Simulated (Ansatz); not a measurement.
The starting structures come from a database of crystals and need not be the phases stable at ambient conditions.

 Where the default PAW files enter, the runs use the earlier of Ansatz's two default sets.

Tunnelling through a barrier is set by its complex band structure: the current falls as exp(−2κd) with the smallest κ.

Data:

```xyz
5
Lattice="5.6965 0.0000 0.0000 -2.8483 4.9333 0.0000 2.8483 1.6444 2.4056" Properties=species:S:1:pos:R:3 pbc="T T T"
Ba     2.8483     4.9333     0.0010
Ti     5.6965     3.2889     1.2990
O      5.6965     1.6748     2.3037
O      1.3978     4.0959     2.3037
O      4.2987     4.0959     2.3037
```

Space group of this cell: R3m. The cell is strained (lengths along the current scaled by 1.03, ions clamped); by r2SCAN its mean pressure is -6.1 GPa.

Transport runs along the normal of the first two printed cell vectors, the (001) (indices of the unstrained crystal) plane of the conventional cell.

The gap is the functional's own. No spin-orbit coupling. Mid-gap values are interpolated on the energy grid.

Compute, with r2SCAN (Ansatz, a quantum-chemistry and plane-wave program), the band gap and the smallest decay constant κ at mid-gap.

Gap 2.66 eV on a 12×12×12 mesh; κ = 0.377 1/Å, at (0.167, 0.000) of the in-plane reciprocal vectors. At the zone centre, at the nearest computed energy, the slowest state has κ = 0.39 1/Å.
